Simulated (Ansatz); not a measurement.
## Hypothetical simple cubic Pd under a change: pressure 3 GPa

The reference is Pd in the simple cubic structure (space group Pm-3m, No. 221; a = 2.5655 Å; a hypothetical phase, not in the database extracts checked).

Now apply this change: cell and atoms relaxed at a pressure of 3 GPa.

Level of theory: PBEsol, PAW, 420 eV (Ansatz, a quantum-chemistry and plane-wave program; without spin-orbit coupling). Γ-centred 18×18×18 mesh, Fermi–Dirac width 0.05 eV.

- Volume per atom = 16.57 Å³ (base 16.89 Å³)
- Density = 10.67 g/cm³ (base 10.46 g/cm³)
- Lattice parameter a = 2.549 Å (base 2.566 Å)
- Shortest interatomic distance = 2.549 Å (base 2.566 Å)
- Enthalpy H = E + PV relative to the base's energy = +0.31 eV/atom
- Band gap = zero (base zero)

Load acts through the strain it causes; cell and atoms are relaxed under it. Stability against distortions was not tested. All final runs are without spin polarisation. Pd has a high density of states at the Fermi level and may be magnetic at this level.
